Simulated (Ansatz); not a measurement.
PbS: response to strain

Start from PbS in the rock salt structure (space group Fm-3m, No. 225).

```xyz
2
Lattice="0.0000 2.9874 2.9874 2.9874 0.0000 2.9874 2.9874 2.9874 0.0000" Properties=species:S:1:pos:R:3 pbc="T T T"
Pb     0.0000     0.0000     0.0000
S      2.9874     2.9874     2.9874
```

Cartesian axes are those of the cell as printed.

Strains are applied to the cell and any free atomic positions relax.

Method: r2SCAN, PAW, 500 eV (Ansatz, a program for electronic structure; scalar-relativistic without spin-orbit coupling).

Notes on the quantities. energy relative to the base: free energy F.

```json
[
 {"change": "base", "band gap": "0.69 eV", "volume per atom": "26.66 Å³", "smallest direct gap": "0.69 eV", "energy relative to the base": "0 meV/atom"},
 {"change": "tensor shear ε_xy = +0.57 %", "band gap": "[?]", "volume per atom": "26.66 Å³", "smallest direct gap": "0.68 eV", "energy relative to the base": "+0.2 meV/atom"},
 {"change": "tensor shear ε_xy = +1.71 %", "band gap": "0.52 eV", "volume per atom": "26.65 Å³", "smallest direct gap": "0.66 eV", "energy relative to the base": "+2.0 meV/atom"},
 {"change": "tensor shear ε_xy = +0.86 %", "band gap": "0.61 eV", "volume per atom": "26.66 Å³", "smallest direct gap": "0.68 eV", "energy relative to the base": "+0.5 meV/atom"},
 {"change": "tensor shear ε_xy = +2.00 %", "band gap": "0.49 eV", "volume per atom": "26.65 Å³", "smallest direct gap": "0.65 eV", "energy relative to the base": "+2.7 meV/atom"},
 {"change": "tensor shear ε_xy = +1.14 %", "band gap": "[?]", "volume per atom": "26.66 Å³", "smallest direct gap": "0.67 eV", "energy relative to the base": "+0.9 meV/atom"},
 {"change": "tensor shear ε_xy = +1.43 %", "band gap": "0.55 eV", "volume per atom": "26.65 Å³", "smallest direct gap": "0.66 eV", "energy relative to the base": "+1.4 meV/atom"},
 {"change": "tensor shear ε_xy = +0.29 %", "band gap": "0.66 eV", "volume per atom": "26.66 Å³", "smallest direct gap": "0.69 eV", "energy relative to the base": "+0.1 meV/atom"}
]
```

Some entries are withheld; estimate them.


- tensor shear ε_xy = +0.57 %, band gap: 0.64 eV
- tensor shear ε_xy = +1.14 %, band gap: 0.58 eV

With Pb present, leaving out spin-orbit coupling can change the band edges. Stability against distortions was not tested.
